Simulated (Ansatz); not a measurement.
Data:

```
CELL_PARAMETERS angstrom
      0.00000     3.53783     3.53783
      3.53783     0.00000     3.53783
      3.53783     3.53783     0.00000
ATOMIC_POSITIONS crystal
  K  0.00000 0.00000 0.00000
  I  0.50000 0.50000 0.50000
```

No spin polarisation.

Level of theory: Ansatz (a quantum-chemistry and plane-wave program), PBEsol, PAW, cutoff 420 eV, no SOC. k-mesh 8×8×8 (Γ-centred); smearing 0.05 eV (Fermi–Dirac).

**Question.** Predict the hole mass (degenerate bands, along [100]).

**Answer.** 0.46, 2.6, 2.6 mₑ (at Γ).

**Question.** What is the computed electron mass?

**Answer.** 0.32 mₑ (at Γ).

With I present, leaving out spin-orbit coupling can change the band edges. The levels and masses belong to the bands next to the band gap. The cells carry an imposed strain or load. Effective masses come from finite differences of ±0.01 Å⁻¹. No phonon test of stability was made. The cell was made from KI in the rock salt structure (space group Fm-3m, No. 225) by this change: isotropic strain +1.00 %.
